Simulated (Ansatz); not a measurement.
Input and output of a self-consistent single point for HgPd (R3, 8 atoms in the cell) (Ansatz, an electronic-structure program).

Method: PBEsol, default PAW files made with PBE (plane waves; Ansatz).

```yaml
crystal:
  lattice:
    - [5.30735, 0.00000, 0.00000]
    - [0.00000, 5.30735, 0.00000]
    - [0.00000, 0.00000, 5.30735]
  atoms:
    - { symbol: Hg, position: [0.84356, 0.65644, 0.34356] }
    - { symbol: Hg, position: [0.65644, 0.34356, 0.84356] }
    - { symbol: Hg, position: [0.34356, 0.84356, 0.65644] }
    - { symbol: Hg, position: [0.16188, 0.16188, 0.16188] }
    - { symbol: Pd, position: [0.15255, 0.34745, 0.65255] }
    - { symbol: Pd, position: [0.34745, 0.65255, 0.15255] }
    - { symbol: Pd, position: [0.65255, 0.15255, 0.34745] }
    - { symbol: Pd, position: [0.84745, 0.84745, 0.84745] }
```

Reference input (self-consistent single point, DFT, PBEsol, plane waves, default PAW files made with PBE): basis.ecutwfc = 30.9 Ry; kpoints.mp_grid.grid = 5 5 5; hamiltonian.xc = pbesol; hamiltonian.pseudopotentials = {kind: paw} (the program's default PAW files); scf.occupations.method = gaussian; scf.occupations.width = 0.0073 Ry. This run's input differs from it in these lines:

Ansatz 0.2 input:
```diff
@@ -18,3 +18,3 @@
   mp_grid:
-    grid: [5, 5, 5]
+    grid: [8, 8, 8]
 hamiltonian:
@@ -26,3 +26,3 @@
     method: gaussian
-    width: 0.0073 Ry
+    width: 0.0015 Ry
 output:
```

The program printed (abridged):

```
SCF iter   1: F=—  HF=-82299.730767 eV  |F-HF|=—  |Δ(HF+E_count)|=         —  Δρ=9.03e-3  dr2=1.25e-1  ethr=1.77e-3  ⟨swp⟩=6.0  Hψ=30027  notcnv=0  defer=25
all-band conjugate gradients solve this SCF's bands
preconditioner: auto → Kerker (q_TF=auto, 2.736 Å⁻¹)
SCF iter   2: F=—  HF=-82299.709849 eV  |F-HF|=—  |Δ(HF+E_count)|=   2.09e-2  Δρ=3.84e-3  dr2=2.31e-2  ethr=8.20e-5  ⟨swp⟩=2.4  Hψ=11570  notcnv=0  defer=902
   [... lines left out ...]
SCF iter   4: F=—  HF=-82299.704627 eV  |F-HF|=—  |Δ(HF+E_count)|=   7.75e-5  Δρ=1.52e-4  dr2=3.68e-5  ethr=4.87e-7  ⟨swp⟩=2.0  Hψ=10485  notcnv=0  defer=902
SCF iter   5: F=—  HF=-82299.704650 eV  |F-HF|=—  |Δ(HF+E_count)|=   2.38e-5  Δρ=4.33e-5  dr2=4.20e-6  ethr=2.42e-8  ⟨swp⟩=2.2  Hψ=11302  notcnv=0  defer=902
SCF iter   6: F=—  HF=-82299.704650 eV  |F-HF|=—  |Δ(HF+E_count)|=   6.03e-7  Δρ=1.06e-5  dr2=1.83e-7  ethr=2.76e-9  ⟨swp⟩=2.0  Hψ=11035  notcnv=0  defer=902
SCF iter   7: F=-82299.704650 eV  HF=-82299.704650 eV  |F-HF|=2.85e-9  |Δ(HF+E_count)|=   2.12e-8  Δρ=2.63e-6  dr2=1.02e-8  ethr=6.58e-11  ⟨swp⟩=8.2  Hψ=32886  notcnv=0
SCF 1 converged in 7 iterations: F = -82299.704650 eV  dr2 = 1.02e-8
Free energy (F): -82299.704650 eV
Internal energy: -82299.703619 eV  (E = F + TS)
E sigma→0 (E₀):  -82299.704134 eV
Entropy (-TS):   -0.001031 eV (-0.129 meV/atom)
Fermi energy:    17.051223 eV
--- Forces (eV/Å), atoms counted from 1 ---
  atom   1  Hg    -0.00958435     0.03677980    -0.01646395
  atom   2  Hg     0.03677980    -0.01646395    -0.00958435
  atom   3  Hg    -0.01646395    -0.00958435     0.03677980
  atom   4  Hg    -0.17451833    -0.17451833    -0.17451833
  atom   5  Pd    -0.01402141     0.02079139     0.10422070
  atom   6  Pd     0.02079139     0.10422070    -0.01402141
  atom   7  Pd     0.10422070    -0.01402141     0.02079139
  atom   8  Pd     0.05279701     0.05279701     0.05279701
--- Stress (GPa, compression-positive) ---
       -7.042177       0.017334       0.017334
        0.017334      -7.042177       0.017334
        0.017334       0.017334      -7.042177
  P = ⅓ Tr σ = -7.0422 GPa (-70.422 kbar)
  The stress holds the Pulay correction. Without it, at fixed plane waves, as pw.x and ABINIT print it: P = -7.0835 GPa
```

The run converged in 7 iterations. Against the reference run the free energy goes down by 2.2 meV/atom, the pressure hardly changes (-7.07 to -7.04 GPa) and the largest force moves little (0.298 to 0.302 eV/Å).

The starting cell comes from a database of computed structures (which also holds hypothetical and non-ambient phases and stackings), without a prior relaxation at this level. Its lattice was rescaled by up to half a per cent. One atom was moved a little off its site on purpose. Spin polarisation is off. With a pressure of about -7 GPa the cell is away from its equilibrium volume at this level. Ansatz's pressure includes its estimate of the finite-basis (Pulay) stress.

Cost on one core of a shared machine: roughly 2 min.
